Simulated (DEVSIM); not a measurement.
Device: Al/Al2O3/n-Ge capacitor, at 400 K.

Layer 1 from the left is Al2O3, thickness (nm) 2.90. Layer 2 from the left is Ge, thickness (nm) 590, Nd (cm⁻³) 1e18.

Metal gate on the left, work function 4.1 eV. Fixed charge at the semiconductor interface -7.6e10 cm⁻² (in units of +e); no interface traps.

This is a model device: material constants are rounded textbook-type values typed into the input, and sizes, dopings and lifetimes were drawn at random. Values at 300 K; Nc and Nv go as T^1.5, mobilities as T to minus their exponent, the gap by Varshni's rule with the affinity fixed.

Al2O3: gap (eV) 6.8, affinity (eV) 1.35, permittivity 9. Ge: gap (eV) 0.664, affinity (eV) 4, permittivity 16, Nc (cm⁻³) 1.04e19, Nv (cm⁻³) 6e18, Varshni α (eV/K) 0.000477, Varshni β (K) 235.

Problem. Estimate by hand the flat-band voltage, the threshold voltage, and compare with a numerical solution.

Solution. 
- Flat-band voltage: C = 2.75 μF/cm², work-function difference 0.004 V; VFB = φms − qNf/C = 0.01 V; numerical 0.01 V.
- Threshold voltage: φF = 0.226 V, depletion charge √(4εqNφF) = 4.53e-7 C/cm²; VT = VFB − 2φF − Qd/C = -0.61 V; numerical -0.61 V.

Simulated with DEVSIM: 1D Poisson equation in equilibrium, Boltzmann statistics, complete ionisation; no quantum confinement or tunnelling. Metal contacts follow the ideal Schottky-Mott rule: no Fermi-level pinning, no interface dipoles.
